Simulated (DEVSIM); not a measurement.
Device: abrupt Si n-p junction, at 300 K.

```csv
layer (left to right),material,thickness (μm),Nd (cm⁻³),Na (cm⁻³),τn (s),τp (s)
1,Si,0.960,4.6e16,-,5.7e-6,5.7e-6
2,Si,0.390,-,1.8e14,5.7e-6,5.7e-6
```

Left contact: ohmic. Right contact: ohmic. Voltage is applied to the left contact. Recombination: SRH at mid-gap, Auger. Mobility is constant in doping.

This is a model device: material constants are rounded textbook-type values typed into the input, and sizes, dopings and lifetimes were drawn at random. Values at 300 K.

```tsv
parameter	Si
gap (eV)	1.124
affinity (eV)	4.05
permittivity	11.7
Nc (cm⁻³)	2.86e19
Nv (cm⁻³)	3.1e19
μn (cm²/Vs)	1417
μp (cm²/Vs)	470
Cn (cm⁶/s)	2.8e-31
Cp (cm⁶/s)	9.9e-32
```

Simulated with DEVSIM: 1D drift-diffusion, Boltzmann statistics, complete ionisation; no tunnelling, impact ionisation, image-force lowering or self-heating.

Question: Give the dark forward current.

Answer: 
```json
[
 {"V (V)": "-0.05", "J (A/cm²)": "-1.2e-5"},
 {"V (V)": "-0.10", "J (A/cm²)": "-8.5e-5"},
 {"V (V)": "-0.15", "J (A/cm²)": "-0.00054"},
 {"V (V)": "-0.20", "J (A/cm²)": "-0.0033"},
 {"V (V)": "-0.25", "J (A/cm²)": "-0.020"},
 {"V (V)": "-0.30", "J (A/cm²)": "-0.12"},
 {"V (V)": "-0.35", "J (A/cm²)": "-0.66"},
 {"V (V)": "-0.40", "J (A/cm²)": "-3.5"},
 {"V (V)": "-0.45", "J (A/cm²)": "-17"},
 {"V (V)": "-0.50", "J (A/cm²)": "-67"},
 {"V (V)": "-0.55", "J (A/cm²)": "-210"},
 {"V (V)": "-0.60", "J (A/cm²)": "-510"},
 {"V (V)": "-0.65", "J (A/cm²)": "-1100"},
 {"V (V)": "-0.70", "J (A/cm²)": "-2100"}
]
```
